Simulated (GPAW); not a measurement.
Band structure of Ge (Fd-3m, 2 atoms in the cell).

```
Ge
1.0
    0.00000     2.82012     2.82012
    2.82012     0.00000     2.82012
    2.82012     2.82012     0.00000
Ge
2
Direct
  0.50000   0.50000   0.50000
  0.75000   0.75000   0.75000
```

Level of theory: PBE, GPAW PAW datasets PBE (gpaw-data 1.0.1) (plane waves; GPAW).

Settings: mode = pw; ecut = 550 eV; xc = PBE; kpts = 8 8 8; mesh shift (steps) = 0 0 0; occupations.name = fermi-dirac; occupations.width = 0.1 eV; nbands = -10; convergence.forces = 0.001 eV/Å; symmetry.symmorphic = false; symmetry.tolerance = 0.0005; maxiter = 120; bandpath_npoints = 40.

The starting cell comes from a database of computed structures (which also holds hypothetical and non-ambient phases and stackings), without a prior relaxation at this level. Its lattice was rescaled by a random factor within 2.5 % of one.

Levels in eV from the Fermi level, bands 1 to 8:
```json
[
 {"point": "Γ", "1": "-12.90", "2": "-0.07", "3": "-0.07", "4": "-0.07", "5": "0.11", "6": "2.49", "7": "2.49", "8": "2.49"},
 {"point": "X", "1": "-8.99", "2": "-8.99", "3": "-3.17", "4": "-3.17", "5": "0.66", "6": "0.66", "7": "9.54", "8": "9.54"},
 {"point": "W", "1": "-8.89", "2": "-8.89", "3": "-4.02", "4": "-4.02", "5": "4.32", "6": "4.32", "7": "4.66", "8": "4.66"},
 {"point": "K", "1": "-9.46", "2": "-8.39", "3": "-4.46", "4": "-2.73", "5": "1.08", "6": "4.05", "7": "7.23", "8": "7.38"},
 {"point": "L", "1": "-10.80", "2": "-7.70", "3": "-1.49", "4": "-1.49", "5": "0.16", "6": "3.68", "7": "3.68", "8": "7.08"},
 {"point": "U", "1": "-9.46", "2": "-8.39", "3": "-4.46", "4": "-2.73", "5": "1.08", "6": "4.05", "7": "7.23", "8": "7.38"}
]
```

No band crosses the Fermi level by more than 0.03 eV along this path.
